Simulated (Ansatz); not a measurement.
A self-consistent single point of CaGe2Au2 (I4mm, 5 atoms in the cell) with Ansatz (a quantum-chemistry and plane-wave program).

Method of the run: LDA (PW92), default PAW files made with PBE (plane waves; Ansatz).

```yaml
crystal:
  lattice:
    - [-2.21848, 2.21848, 5.12244]
    - [2.21848, -2.21848, 5.12244]
    - [2.21848, 2.21848, -5.12244]
  atoms:
    - { symbol: Ca, position: [0.00488, 0.00488, 0.00000] }
    - { symbol: Ge, position: [0.38161, 0.38161, 0.00000] }
    - { symbol: Ge, position: [0.61839, 0.61839, 0.00000] }
    - { symbol: Au, position: [0.75000, 0.25000, 0.50000] }
    - { symbol: Au, position: [0.25000, 0.75000, 0.50000] }
```

Reference input (self-consistent single point, DFT, LDA (PW92), plane waves, default PAW files made with PBE): basis.ecutwfc = 420 eV; kpoints.mp_grid.grid = 8 8 8; hamiltonian.xc = lda; hamiltonian.pseudopotentials = {kind: paw} (the program's default PAW files); scf.occupations.method = gaussian; scf.occupations.width = 0.1 eV. This run's input differs from it in these lines:

Ansatz 0.2 input:
```diff
@@ -14,3 +14,3 @@
 kpoints:
-  mp_grid: { grid: [8, 8, 8] }
+  mp_grid: { grid: [13, 13, 13] }
 hamiltonian:
@@ -19,3 +19,3 @@
 scf:
-  occupations: { method: gaussian, width: 0.1 eV }
+  occupations: { method: fermi_dirac, width: 0.1 eV }
 output:
```

Output (repeated stretches shortened):

```
SCF iter   1: F=—  HF=-35936.428142 eV  |F-HF|=—  |Δ(HF+E_count)|=         —  Δρ=5.68e-3  dr2=1.58e-2  ethr=1.77e-3  ⟨swp⟩=7.2  Hψ=36176  notcnv=0  defer=41
all-band conjugate gradients solve this SCF's bands
preconditioner: auto → Kerker (q_TF=auto, 2.603 Å⁻¹)
SCF iter   2: F=—  HF=-35936.425663 eV  |F-HF|=—  |Δ(HF+E_count)|=   2.48e-3  Δρ=2.90e-3  dr2=4.31e-3  ethr=2.08e-5  ⟨swp⟩=2.0  Hψ=14556  notcnv=0  defer=68
   [... lines left out ...]
SCF iter   5: F=—  HF=-35936.424779 eV  |F-HF|=—  |Δ(HF+E_count)|=   1.89e-5  Δρ=8.70e-5  dr2=1.28e-5  ethr=1.58e-7  ⟨swp⟩=2.0  Hψ=14535  notcnv=0  defer=68
SCF iter   6: F=—  HF=-35936.424934 eV  |F-HF|=—  |Δ(HF+E_count)|=   1.56e-4  Δρ=2.88e-5  dr2=1.62e-6  ethr=1.68e-8  ⟨swp⟩=2.0  Hψ=14547  notcnv=0  defer=68
SCF iter   7: F=—  HF=-35936.424934 eV  |F-HF|=—  |Δ(HF+E_count)|=   5.43e-7  Δρ=1.20e-5  dr2=2.37e-7  ethr=2.13e-9  ⟨swp⟩=2.0  Hψ=14537  notcnv=0  defer=69
SCF iter   8: F=-35936.424934 eV  HF=-35936.424934 eV  |F-HF|=1.23e-8  |Δ(HF+E_count)|=   5.23e-8  Δρ=3.89e-6  dr2=2.50e-8  ethr=1.32e-10  ⟨swp⟩=7.8  Hψ=34239  notcnv=0
SCF 1 converged in 8 iterations: F = -35936.424934 eV  dr2 = 2.50e-8
Free energy (F): -35936.424934 eV
Internal energy: -35936.375196 eV  (E = F + TS)
E sigma→0 (E₀):  -35936.400065 eV
Entropy (-TS):   -0.049737 eV (-9.947 meV/atom)
Fermi energy:    13.133979 eV
--- Forces (eV/Å), atoms counted from 1 ---
  atom   1  Ca    -0.00000000    -0.00000000    -0.10250087
  atom   2  Ge    -0.00000000     0.00000000    -0.19092878
  atom   3  Ge     0.00000000    -0.00000000     0.22777530
  atom   4  Au     0.00000000    -0.00000000     0.03283062
  atom   5  Au    -0.00000000     0.00000000     0.03283062
--- Stress (GPa, compression-positive) ---
       -3.203765       0.000000      -0.000000
        0.000000      -3.203765      -0.000000
       -0.000000       0.000000      -2.925169
  P = ⅓ Tr σ = -3.1109 GPa (-31.109 kbar)
  The stress holds the Pulay correction. Without it, at fixed plane waves, as pw.x and ABINIT print it: P = -3.1405 GPa
```

The run converged in 8 iterations. Against the reference run the free energy falls by 4.3 meV/atom, the pressure goes from -3.22 to -3.11 GPa and the largest force goes from 0.192 to 0.228 eV/Å.

The starting cell comes from a database of computed structures (which also holds hypothetical and non-ambient phases and stackings), without a prior relaxation at this level. Its lattice was rescaled by up to half a per cent. One atom was moved a little off its site on purpose. With a pressure of about -3 GPa the cell is away from its equilibrium volume at this level. Ansatz's pressure includes its estimate of the finite-basis (Pulay) stress.

Cost on one core of a shared machine: roughly 60 s.
